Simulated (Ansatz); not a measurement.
Gap of a (6,6) TiO2 nanotube at several levels, all on one geometry.

Levels: PBE (plane waves to 420 eV, PAW; Ansatz, a program for electronic structure); r2SCAN (plane waves to 500 eV, PAW; Ansatz); HSE06 (Ansatz). Unmarked values and the geometry are of the first. Mesh 1×1×12. No spin polarisation, so a magnetic state wasn't tested. One-dimensional cell, images about 11 Å apart. A hypothetical model, rolled from the flat sheet. Symmetry and one short period hold its shape; lower forms weren't sought. HSE06 ran on a 1×1×6 mesh and at PBE's edge points.

| level | gap (eV) |
|---|---|
| PBE | 2.57 |
| r2SCAN | 2.93 |
| HSE06 | (withheld) |

Q: Fill in the missing entries.

A: 
- HSE06, gap (eV): 4.12
